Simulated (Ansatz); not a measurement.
The reference is AgCl in the rock salt structure (space group Fm-3m, No. 225).

```cif
data_Ag4Cl4
_chemical_formula_sum 'Ag4 Cl4'
_space_group_name_H-M_alt 'Fm-3m'
_space_group_IT_number 225
_space_group_name_Hall '-F 4 2 3'
_cell_length_a 5.44748
_cell_length_b 5.44748
_cell_length_c 5.44748
_cell_angle_alpha 90.000
_cell_angle_beta 90.000
_cell_angle_gamma 90.000
loop_
_atom_site_label
_atom_site_type_symbol
_atom_site_symmetry_multiplicity
_atom_site_Wyckoff_symbol
_atom_site_fract_x
_atom_site_fract_y
_atom_site_fract_z
_atom_site_occupancy
Ag1 Ag 4 a 0.00000 0.00000 0.00000 1
Cl1 Cl 4 b 0.50000 0.50000 0.50000 1
```
(The calculation used a cell of 2 atoms; values per cell refer to that cell.)

The values are results of Ansatz (an electronic-structure program) PBEsol, no spin-orbit coupling, not measurements.

Base values:

```
Item                   Result
-------------------  --------
Smallest direct gap   3.03 eV
Volume per atom      20.21 Å³
```

One thing is altered: cell and atoms relaxed at a pressure of 4.5 GPa.

What does the calculation give for the smallest direct gap, mean gap deformation potential ΔEg/Δln V and volume per atom after the change?

The smallest direct gap rises by 0.27 eV, from 3.03 eV to 3.30 eV; the mean gap deformation potential ΔEg/Δln V amounts to -0.2 eV; the volume per atom shrinks by 1.304 Å³ to 18.90 Å³.

Load acts through the strain it causes; cell and atoms are relaxed under it. Whether these cells are dynamically stable was not tested.
